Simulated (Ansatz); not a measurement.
Response to strain in PbSe

Consider PbSe in the rock salt structure (space group Fm-3m, No. 225; a = 6.218 Å).

Strains are applied to the cell and any free atomic positions relax.

All numbers come from PBE (Ansatz, an electronic-structure program; PAW; 420 eV plane waves; no spin-orbit coupling).

Candidates:
(a) isotropic strain −1.50 %
(b) isotropic strain −2.00 %
(c) isotropic strain +2.50 %
(d) isotropic strain −0.50 %
(e) isotropic strain −3.00 %

Base values:

```
Item       Result
--------  -------
Band gap  0.43 eV
```

Task: Order them by band gap, lowest first.

Result: (e) isotropic strain −3.00 % (0.13 eV), (b) isotropic strain −2.00 % (0.24 eV), (a) isotropic strain −1.50 % (0.29 eV), (d) isotropic strain −0.50 % (0.39 eV), (c) isotropic strain +2.50 % (0.62 eV)

With Pb present, leaving out spin-orbit coupling can change the band edges. No phonon test of stability was made. The zero or small gap of PbSe under isotropic strain −1.50 %, PbSe under isotropic strain −2.00 % and PbSe under isotropic strain −3.00 % can change with the level of theory.
